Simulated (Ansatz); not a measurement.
```
ZnO
1.0
    3.23518    -0.11000     0.00000
   -1.71285     2.85675     0.00000
    0.00000     0.00000     5.21141
Zn O
2 2
Direct
  0.65943   0.33338   0.00249
  0.34057   0.66662   0.50249
  0.65321   0.33183   0.62271
  0.34679   0.66817   0.12271
```

No spin polarisation.

Method: r2SCAN (Ansatz, an electronic-structure program), without spin-orbit coupling. k-mesh 12×12×7 (Γ-centred); smearing 0.05 eV (Fermi–Dirac).

Task: Predict the gap character.

Result: Direct at Γ.

Task: Estimate the electron mass.

Result: 0.19 mₑ (at Γ).

Task: What band gap does the calculation give?

Result: 1.17 eV.

Task: Predict the stress (xx, yy, zz, yz, xz, xy; compression positive).

Result: (-0.42, 0.04, -0.28, 0.00, 0.00, 2.78) GPa.

The cells carry an imposed strain or load. Masses are band curvatures over ±0.01 Å⁻¹ around the edge. Whether these cells are dynamically stable was not tested. The cell was made from ZnO in the wurtzite structure (space group P6_3mc, No. 186) by this change: tensor shear ε_xy = −3.40 %.
